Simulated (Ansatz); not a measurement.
We consider TcAgO4 (I4₁/a, No. 88, 12 atoms in the cell; start COD 2013356), described by PBEsol (plane waves, PAW; Ansatz, a first-principles code).

Settings: plane-wave cutoff 520 eV, 10×10×10 k mesh, Fermi–Dirac smearing 0.01 eV, no spin polarisation, scalar-relativistic PAW data made under PBE.

Cell (measured lattice):

```cif
data_Ag2O8Tc2
_chemical_formula_sum 'Ag2 Tc2 O8'
_space_group_name_H-M_alt 'P 1'
_space_group_IT_number 1
_cell_length_a 6.99484
_cell_length_b 6.99484
_cell_length_c 6.99484
_cell_angle_alpha 135.452
_cell_angle_beta 135.452
_cell_angle_gamma 64.829
loop_
_space_group_symop_operation_xyz
  'x, y, z'
loop_
_atom_site_label
_atom_site_type_symbol
_atom_site_fract_x
_atom_site_fract_y
_atom_site_fract_z
_atom_site_occupancy
Ag1 Ag 0.50000 0.50000 0.00000 1
Ag2 Ag 0.25000 0.75000 0.50000 1
Tc1 Tc 0.00000 0.00000 0.00000 1
Tc2 Tc 0.75000 0.25000 0.50000 1
O1 O 0.59860 0.46470 0.39870 1
O2 O 0.94990 0.84860 0.63390 1
O3 O 0.06600 0.19990 0.60130 1
O4 O 0.21470 0.31600 0.36610 1
O5 O 0.15140 0.78530 0.10130 1
O6 O 0.80010 0.40140 0.86610 1
O7 O 0.68400 0.05010 0.89870 1
O8 O 0.53530 0.93400 0.13390 1
```

Q: Predict the band gap, smallest direct gap on the k points sampled and Γ–Γ gap.

A: 
band gap: 1.56 eV
smallest direct gap on the k points sampled: 1.75 eV
Γ–Γ gap: 1.98 eV

Note: the file's cell can be that of a phase stable at another temperature; cell and atoms aren't relaxed at this level (largest force component 0.21 eV/Å, pressure -1.0 GPa).

Spin–orbit coupling is not included.

Static lattice: no zero-point or thermal effects.

It cost roughly 5 core-minutes of CPU time.
